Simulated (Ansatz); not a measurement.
Base system: Ru in the hcp (Mg type) structure (space group P6_3/mmc, No. 194; relaxed with 0.1 eV smearing).

```xyz
2
Lattice="2.6914 0.0000 0.0000 -1.3457 2.3308 0.0000 0.0000 0.0000 4.2489" Properties=species:S:1:pos:R:3 pbc="T T T"
Ru     1.3457     0.7769     3.1867
Ru     0.0000     1.5539     1.0622
```

Cartesian axes are those of the cell as printed.

Method: PBEsol/PAW in Ansatz (a quantum-chemistry and plane-wave program), no spin-orbit coupling.

Perturbation: uniaxial strain ε_zz = −3.00 %, all other strain components held at zero; the atoms relax in the strained cell.

Predict the stress tensor and what it implies for the stiffness.

Stress of the strained cell less that of the base (GPa, compression positive):
```
    6.5     0.0     0.0
    0.0     6.5     0.0
    0.0     0.0    23.7
```

Then −Δσ_ii/ε with ε = -0.0300 gives secant stiffness values (nonlinear terms included at this strain): C33 ≈ 789 GPa, C13 ≈ 218 GPa and C23 ≈ 218 GPa.

As a check, the harmonic strain energy −½ V₀ Δσ:ε is 30 meV/atom; the computed energy rise is 28 meV/atom.

Whether these cells are dynamically stable was not tested. All final runs are without spin polarisation.
